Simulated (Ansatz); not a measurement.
Consider MgB2 (space group P6/mmm, No. 191; relaxed with 0.1 eV smearing).

```
CELL_PARAMETERS angstrom
      3.06402     0.00000     0.00000
     -1.53201     2.65352     0.00000
      0.00000     0.00000     3.49767
ATOMIC_POSITIONS crystal
  Mg 0.00000 0.00000 0.00000
  B  0.66667 0.33333 0.50000
  B  0.33333 0.66667 0.50000
```

Cartesian axes are those of the cell as printed.

All numbers come from PBEsol, PAW, 420 eV (Ansatz, an electronic-structure program; no spin-orbit coupling).

Before the change:

- Band gap: zero

Perturbation: a pure shear with ε_xz = ε_zx = 0.0114; the atoms relax in the strained cell.

Problem. What happens to the band gap, energy relative to the base and stress?

Solution. The band gap is still zero; the energy increases by 1.2 meV/atom; the stress (xx, yy, zz, yz, xz, xy; compression positive) comes out as (0.1, 0.0, 0.1, 0.0, -1.7, 0.0) GPa.

Whether these cells are dynamically stable was not tested. The final runs are not spin-polarised.
